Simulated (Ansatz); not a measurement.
## A computed series for Ba: response to strain

Take Ba in the bcc (W type) structure (space group Im-3m, No. 229; a = 5.024 Å; relaxed with 0.1 eV smearing) as the base.

Strains are applied to the cell and any free atomic positions relax.

Computed with PBE (Ansatz, a program for electronic structure; PAW; 420 eV plane waves; without spin-orbit coupling).

Candidates:
(a) isotropic strain −3.00 %
(b) isotropic strain +1.50 %
(c) isotropic strain +2.00 %
(d) isotropic strain +3.00 %
(e) isotropic strain +1.00 %

Notes on the quantities. energy relative to the base: free energy F.

### Question
Order them by energy relative to the base, highest first.

### Answer
(a) isotropic strain −3.00 % (+15 meV/atom), (d) isotropic strain +3.00 % (+13 meV/atom), (c) isotropic strain +2.00 % (+5.9 meV/atom), (b) isotropic strain +1.50 % (+3.4 meV/atom), (e) isotropic strain +1.00 % (+1.5 meV/atom)

Stability against distortions was not tested.
